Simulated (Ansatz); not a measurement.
## CaO, response to strain

Consider CaO in the rock salt structure (space group Fm-3m, No. 225; a = 4.7670 Å). Axes: x, y, z lie along the cube axes.

Strains are applied to the cell and any free atomic positions relax; under biaxial strain the out-of-plane vector relaxes too.

All numbers come from Ansatz (a program for electronic structure), PBEsol, PAW, cutoff 420 eV, without spin-orbit coupling.

Notes on the quantities. energy relative to the base: free energy F.

| variant | electron mass | band gap | energy relative to the base | smallest direct gap | gap character |
|---|---|---|---|---|---|
| base | 1.4 mₑ along k, 0.42 mₑ across (at X) | 3.54 eV | 0 meV/atom | 3.92 eV | indirect, Γ → X |
| biaxial strain +1.53 %, plane normal [110], relaxed out of plane | 1.4 mₑ along k, 0.43 mₑ across (at T) | … | +4.8 meV/atom | 3.88 eV | indirect, Γ → T |
| isotropic strain −2.76 % | … | 3.48 eV | +37 meV/atom | 3.82 eV | indirect, Γ → X |
| isotropic strain −0.16 % | 1.4 mₑ along k, 0.42 mₑ across (at X) | 3.54 eV | +0.1 meV/atom | 3.91 eV | indirect, Γ → X |

Problem. What belongs in the blanks?

Solution. 
- biaxial strain +1.53 %, plane normal [110], relaxed out of plane, band gap: 3.49 eV
- isotropic strain −2.76 %, electron mass: 1.4 mₑ along k, 0.39 mₑ across (at X)

A biaxial case was relaxed in a doubled cell and then solved in the primitive one. Effective masses come from finite differences of ±0.01 Å⁻¹. Along k means along the line from Γ to the band edge. Whether these cells are dynamically stable was not tested. The base started in Cmce and relaxed to Fm-3m at this level. Labels are those of the standard path for the cell's own space group.
